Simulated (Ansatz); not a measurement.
The starting structures come from a database of crystals and need not be the phases stable at ambient conditions.

 Where the default PAW files enter, the runs use the earlier of Ansatz's two default sets.

By PBEsol, the system below comes out a metal.

Without scattering a metal conducts by its projected Fermi surface.

Given:

```yaml
crystal:
  lattice:
    - [2.58137, 0.00000, 0.00000]
    - [-1.29069, 2.23554, 0.00000]
    - [0.00000, 0.00000, 8.26182]
  atoms:
    - { symbol: Cu, position: [0.00000, 0.00000, 0.00000] }
    - { symbol: Cu, position: [0.00000, 0.00000, 0.50000] }
    - { symbol: Cu, position: [0.33333, 0.66667, 0.25000] }
    - { symbol: Cu, position: [0.66667, 0.33333, 0.75000] }
```

Space group of this cell: P6_3/mmc. The cell is strained (lengths across the current scaled by 1.02, ions clamped); by PBEsol its mean pressure is -7.6 GPa.

The current flows along the normal of the first two printed cell vectors, the (001) (indices of the unstrained crystal) plane of the conventional cell. No spin-orbit coupling; the value is a mean over 0.1 eV about the Fermi level.

Q: Predict the ballistic conductance per area from Ansatz (an electronic-structure program) with PBEsol.

A: 1.1 × 10¹⁵ S/m² for both spins.
